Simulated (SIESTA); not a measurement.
Band structure of NbN (Fm-3m, 2 atoms in the cell).

```yaml
crystal:
  lattice:
    - [0.00000, 2.19500, 2.19500]
    - [2.19500, 0.00000, 2.19500]
    - [2.19500, 2.19500, 0.00000]
  atoms:
    - { symbol: Nb, position: [0.00000, 0.00000, 0.00000] }
    - { symbol: N, position: [0.50000, 0.50000, 0.50000] }
```

Method of the run: SIESTA with GGA PBE, numerical atomic orbitals DZP, PseudoDojo PBE standard norm-conserving potentials (rewritten from UPF to PSML).

Settings: XC.functional = GGA; XC.authors = PBE; potentials = PseudoDojo PBE standard; PAO.BasisSize = DZP; PAO.EnergyShift = 0.005 Ry; MeshCutoff = 300 Ry; kgrid.MonkhorstPack = 17 17 17; OccupationFunction = MP; OccupationMPOrder = 0; ElectronicTemperature = 1578.21 K; MaxSCFIterations = 150; SCF.Mixer.Method = Pulay; SCF.Mixer.Weight = 0.25; SCF.Mixer.History = 6.

The starting cell has typed, rounded lattice constants, without a prior relaxation at this level. Spin polarisation is off. Values carry the incompleteness of an atom-centred basis.

Levels in eV from the Fermi level, bands 6 to 11:
```json
[
 {"point": "Γ", "6": "-3.23", "7": "-3.23", "8": "-3.23", "9": "-2.08", "10": "-2.08", "11": "-2.08"},
 {"point": "X", "6": "-5.79", "7": "-5.15", "8": "-3.89", "9": "-3.89", "10": "1.49", "11": "2.69"},
 {"point": "W", "6": "-6.72", "7": "-6.09", "8": "-6.09", "9": "-0.05", "10": "-0.05", "11": "2.71"},
 {"point": "K", "6": "-6.88", "7": "-6.04", "8": "-5.66", "9": "-1.86", "10": "1.97", "11": "2.21"},
 {"point": "L", "6": "-9.23", "7": "-7.15", "8": "-7.15", "9": "1.40", "10": "1.40", "11": "1.99"},
 {"point": "U", "6": "-6.88", "7": "-6.04", "8": "-5.66", "9": "-1.86", "10": "1.97", "11": "2.21"}
]
```

Bands cross the Fermi level along this path, so the cell is metallic at this level.

Higher empty bands are left out: an atom-centred basis made for the valence describes them poorly.
